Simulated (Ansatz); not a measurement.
We consider fluorite PbF₂ (high-temperature phase), described by PBE in Ansatz (plane waves, PAW).

Numerical settings: plane-wave cutoff 520 eV, 8×8×8 k mesh, perturbation theory, force constants from a 4×4×4 q mesh, scalar-relativistic PAW data made under PBE.

Computed at the level's own relaxed cell. Harmonic vibrational thermodynamics at fixed volume:

```csv
T (K),S_vib (J/K per mol of atoms),C_V (J/K per mol of atoms),F_vib (eV/atom)
0,0.00,0.00,0.0264
100,15.82,17.61,0.0195
300,39.34,23.77,-0.0410
400,46.25,24.27,-0.0855
500,51.69,24.50,-0.1363
800,63.28,24.77,-0.3164
1000,68.82,24.83,-0.4536
```

The crystal is taken as a harmonic solid at every temperature: melting, phase changes and thermal expansion are not seen.

Ansatz is a first-principles code.
